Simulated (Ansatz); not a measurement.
System: GeSe (Fm-3m, No. 225, 2 atoms in the cell; start mp-10759; a measured phase of this formula has another space group). Method: LDA (plane waves, PAW; Ansatz, an electronic-structure program).

Numerical settings: plane-wave cutoff 520 eV, 10×10×10 k mesh, Fermi–Dirac smearing 0.01 eV, scalar-relativistic PAW data made under PBE.

Cell (relaxed at this level):

GeSe has the cubic space group Fm-3m (No. 225), the rock salt structure, Pearson symbol cF8. Conventional cell: a = b = c = 5.5166 Å, α = β = γ = 90.00°. Ge on 4a sees 6 Se at 2.758 Å (octahedral). Se on 4b sees 6 Ge at 2.758 Å (octahedral). (Neighbours: up to the widest gap in distance over summed covalent radii, below 1.35, at either atom.)
(The calculation used a cell of 2 atoms; values per cell refer to that cell.)

Q: Give the computed band gap, smallest direct gap on the k points sampled and direct gap at Γ.

A: 
band gap: 0.28 eV (indirect)
smallest direct gap on the k points sampled: 0.34 eV
direct gap at Γ: 6.64 eV

Spin–orbit coupling is not included.

The computed numbers hold no vibrational or temperature effects.

A start named mp-… is a Materials Project structure, which need not be a measured phase.
